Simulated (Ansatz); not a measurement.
Take ZnGeP₂ in the chalcopyrite structure (space group I-42d, No. 122; a = 5.500 Å, c = 10.845 Å) as the base. Axes: x, y, z lie along a, b, c of the conventional cell.

Computed with PBE in Ansatz (plane waves to 420 eV, PAW, spin-orbit coupling left out), earlier PAW set.

Before the change:

The shortest interatomic distance is 2.360 Å.

Perturbation: biaxial strain −0.51 %, plane normal [001], relaxed out of plane (Cartesian); in-plane vectors clamped, the third vector and the atoms free.

Q: Estimate the effect on the energy relative to the base, shortest interatomic distance and out-of-plane strain.

A: The energy grows by 0.4 meV/atom; the shortest interatomic distance drops by 0.003 Å (2.360 Å → 2.357 Å); the out-of-plane strain comes out as +0.45 %.

No phonon test of stability was made.

Ansatz is a first-principles code.
